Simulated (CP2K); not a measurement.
# Worked example: self-consistent single point of AlSn (P-6m2, 2 atoms in the cell) in CP2K

Method of the run: LDA (Pade form), GPW, DZVP-MOLOPT-SR-GTH basis, GTH-PADE potentials (GTH_POTENTIALS) run with CP2K 2026.2.

Input:

```
&GLOBAL
  PROJECT run
  RUN_TYPE ENERGY_FORCE
  PRINT_LEVEL LOW
&END GLOBAL
&FORCE_EVAL
  METHOD Quickstep
  STRESS_TENSOR ANALYTICAL
  &DFT
    BASIS_SET_FILE_NAME BASIS_MOLOPT
    POTENTIAL_FILE_NAME GTH_POTENTIALS
    &QS
      METHOD GPW
      EPS_DEFAULT 1E-11
    &END QS
    &MGRID
      CUTOFF 400
      REL_CUTOFF 50
      NGRIDS 4
    &END MGRID
    &SCF
      SCF_GUESS ATOMIC
      EPS_SCF 1E-6
      MAX_SCF 100
      ADDED_MOS 4
      &DIAGONALIZATION
        ALGORITHM STANDARD
      &END DIAGONALIZATION
      &MIXING
        METHOD BROYDEN_MIXING
        ALPHA 0.2
        NBUFFER 12
      &END MIXING
      &SMEAR ON
        METHOD GAUSSIAN
        SIGMA [eV] 0.1
      &END SMEAR
    &END SCF
    &KPOINTS
      SCHEME MONKHORST-PACK 7 7 8
      GAMMA_CENTERED T
    &END KPOINTS
    &XC
      &XC_FUNCTIONAL PADE
      &END XC_FUNCTIONAL
    &END XC
    &PRINT
      &MO
        EIGENVALUES T
        OCCUPATION_NUMBERS T
        NDIGITS 8
        FILENAME mo
        &EACH
          QS_SCF 0
        &END EACH
        ADD_LAST NUMERIC
      &END MO
      &MULLIKEN OFF
      &END MULLIKEN
    &END PRINT
  &END DFT
  &SUBSYS
    &CELL
      ABC 4.19811000 4.19811008 3.30685000
      ALPHA_BETA_GAMMA 90.00000000 90.00000000 119.99999937
      PERIODIC XYZ
    &END CELL
    &COORD
      SCALED
      Al       0.00000000     0.00000000     0.00000000
      Sn       0.33333300     0.66666700     0.50000000
    &END COORD
    &KIND Al
      BASIS_SET DZVP-MOLOPT-SR-GTH-q3
      POTENTIAL GTH-PADE-q3
    &END KIND
    &KIND Sn
      BASIS_SET DZVP-MOLOPT-SR-GTH-q4
      POTENTIAL GTH-PADE-q4
    &END KIND
  &END SUBSYS
  &PRINT
    &FORCES ON
    &END FORCES
    &STRESS_TENSOR ON
    &END STRESS_TENSOR
  &END PRINT
&END FORCE_EVAL
```

The program printed (abridged):

```
 GLOBAL| Method name                                                        CP2K
 GLOBAL| Project name                                                        run
 GLOBAL| Run type                                                   ENERGY_FORCE

 TOTAL NUMBERS AND MAXIMUM NUMBERS

  Total number of            - Atomic kinds:                                   2
                             - Atoms:                                          2
                             - Shell sets:                                     2
                             - Shells:                                        10
                             - Primitive Cartesian functions:                  9
                             - Cartesian basis functions:                     28
                             - Spherical basis functions:                     26

  Maximum angular momentum of- Orbital basis functions:                        2
                             - Local part of the GTH pseudopotential:          0
                             - Non-local part of the GTH pseudopotential:      4

 SCF PARAMETERS         Density guess:                                    ATOMIC
                        max_scf:                                             100
                        max_diis:                                              4
                        eps_scf:                                        1.00E-06
                        eps_diis:                                       1.00E-01
                        eps_eigval:                                     1.00E-05
                        level_shift [a.u.]:                             0.000000
                        added MOs                                         4    0
                        Mixing method:                            BROYDEN_MIXING
                                                charge density mixing in g-space
                        Smear method:                                   GAUSSIAN
                        Smearing width (sigma) [a.u.]:                  3.67E-03
                        Accuracy threshold:                             1.00E-10
                        No outer SCF

 Extrapolation method: initial_guess

 Number of electrons:                                                          7
 Number of occupied orbitals:                                                  4
 Number of molecular orbitals:                                                 8

 Number of orbital functions:                                                 26
 Number of independent orbital functions:                                     26

 SCF WAVEFUNCTION OPTIMIZATION

  Step     Update method      Time    Convergence         Total energy    Change
     1 NoMix/Diag. 0.20E+00      -     0.86233756        -5.7650398383 -5.77E+00
     2 Broy./Diag. 0.20E+00      -     0.01523265        -5.7379701338  2.71E-02
     3 Broy./Diag. 0.20E+00      -     0.04790225        -5.6653629826  7.26E-02
     4 Broy./Diag. 0.20E+00      -     0.00520519        -5.6519878991  1.34E-02
     5 Broy./Diag. 0.20E+00      -     0.00214443        -5.6472182724  4.77E-03
     6 Broy./Diag. 0.20E+00      -     0.00012399        -5.6468511924  3.67E-04
     7 Broy./Diag. 0.20E+00      -     0.00009536        -5.6466361953  2.15E-04
     8 Broy./Diag. 0.20E+00      -     0.00000478        -5.6466377932 -1.60E-06
     9 Broy./Diag. 0.20E+00      -     0.00000375        -5.6466461030 -8.31E-06
    10 Broy./Diag. 0.20E+00      -     0.00000041        -5.6466499996 -3.90E-06

  *** SCF run converged in    10 steps ***

  Electronic density on regular grids:         -7.0000000000        0.0000000000
  Core density on regular grids:                6.9999999997       -0.0000000003
  Total charge density on r-space grids:       -0.0000000003
  Total charge density g-space grids:          -0.0000000003

  Overlap energy of the core charge distribution:               0.00000000000323
  Self energy of the core charge distribution:                -13.10225396503467
  Core Hamiltonian energy:                                      2.63581443315705
  Hartree energy:                                               6.61188752136942
  Exchange-correlation energy:                                 -1.79205471069743
  Smearing free energy correction:                             -0.00004327867162
  Fermi energy:                                                 0.15526817274474

  Total energy:                                                -5.64664999958308
  Total energy (extrapolated to sigma->0):                     -5.64662836024728

 ENERGY| Total FORCE_EVAL ( QS ) energy [hartree]             -5.646653765397500

 FORCES| Atomic forces [hartree/bohr]
 FORCES|   Atom     x               y               z               |f|
 FORCES|      1 -1.32291203E-07  7.95780477E-08 -8.34411885E-16   1.54381437E-07
 FORCES|      2  1.32601773E-07 -7.97573612E-08  9.84764531E-16   1.54739998E-07
 FORCES| Sum     3.10570101E-10 -1.79313474E-10  1.50352645E-16
 FORCES| Total atomic force                                       3.58618335E-10

 STRESS| Analytical stress tensor [bar]
 STRESS|                        x                   y                   z
 STRESS|      x       -3.20025835740E+04  -1.76292014690E-01   1.11319469817E-10
 STRESS|      y       -1.76292014690E-01  -3.20028231188E+04  -2.36119928201E-10
 STRESS|      z        1.11319469817E-10  -2.36119928201E-10  -3.46004641697E+04
 STRESS| 1/3 Trace                                            -3.28686236208E+04
```

The run converged in 10 iterations.

The starting cell comes from a database of computed structures (which also holds hypothetical and non-ambient phases and stackings), without a prior relaxation at this level. Values carry the incompleteness of an atom-centred basis. With a pressure of about -3 GPa the cell is away from its equilibrium volume at this level.
